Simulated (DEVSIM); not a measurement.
**CdS/CdTe n-p heterojunction**

Structure: CdS/CdTe n-p heterojunction, at 300 K.

```csv
layer (left to right),material,thickness (μm),Nd (cm⁻³),Na (cm⁻³),τn (s),τp (s)
1,CdS,0.220,9.5e16,-,7.4e-10,7.4e-10
2,CdTe,0.270,-,3.6e16,7.4e-10,7.4e-10
```

Left contact: ohmic. Right contact: ohmic. Voltage is applied to the left contact. Recombination: SRH at mid-gap, radiative. Mobility is constant in doping.

This is a model device: material constants are rounded textbook-type values typed into the input, and sizes, dopings and lifetimes were drawn at random. Values at 300 K.

```tsv
parameter	CdS	CdTe
gap (eV)	2.4	1.5
affinity (eV)	4.3	4.28
permittivity	9	10.2
Nc (cm⁻³)	2.2e18	8e17
Nv (cm⁻³)	1.8e19	1.8e19
μn (cm²/Vs)	300	1000
μp (cm²/Vs)	25	80
B (cm³/s)	1e-10	1e-10
```

Simulated with DEVSIM: 1D drift-diffusion, Boltzmann statistics, complete ionisation; no tunnelling, impact ionisation, image-force lowering or self-heating. Band offsets follow the typed affinities; no thermionic-emission limit at abrupt steps, no polarisation charge.

```json
{
  "potential_step_across_the_device_at_zero_bias": "1.238 V",
  "largest_field_in_the_device_at_zero_bias": "120000 V/cm",
  "Dark forward voltage at 1 A/cm²": "1.027 V",
  "Dark forward voltage at 100 A/cm²": "1.153 V"
}
```

Dark forward current:

```tsv
V (V)	J (A/cm²)
-0.05	-1.8e-10
-0.15	-1.8e-9
-0.25	-1.3e-8
-0.35	-9.9e-8
-0.40	-2.7e-7
-0.50	-2.0e-6
-0.60	-1.5e-5
-0.70	-0.00011
-0.80	-0.0010
-0.90	-0.014
-0.95	-0.067
-1.05	-2.3
-1.15	-91
-1.25	-2200
```

Small-signal capacitance in reverse bias (quasi-static):

| V (V) | C (nF/cm²) |
|---|---|
| 0.04 | 38.5 |
| 0.1 | 37.6 |
| 0.2 | 36.3 |
| 0.3 | 35.0 |
| 0.4 | 33.9 |
| 0.6 | 31.9 |
| 0.8 | 30.3 |
| 1 | 28.9 |
| 1.3 | 27.1 |
| 1.6 | 25.7 |
| 2 | 24.4 |
